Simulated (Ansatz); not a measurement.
Base system: Al$_{2}$Au (space group Fm-3m, No. 225; a = 6.061 Å; relaxed with 0.1 eV smearing).

Computed with DFT with PBE, PAW potentials and a 420 eV plane-wave cutoff in Ansatz (an electronic-structure program), no spin-orbit coupling.

For the base:

The pressure comes out as 0.0 GPa.

Now apply this change: an isotropic linear strain of +0.50 %; the atoms relax in the strained cell.

### Question
Predict the new energy relative to the base.

### Answer
The energy rises by 1.3 meV/atom.

### Question
Predict the new pressure.

### Answer
The pressure goes from zero to -1.5 GPa.

Whether these cells are dynamically stable was not tested.
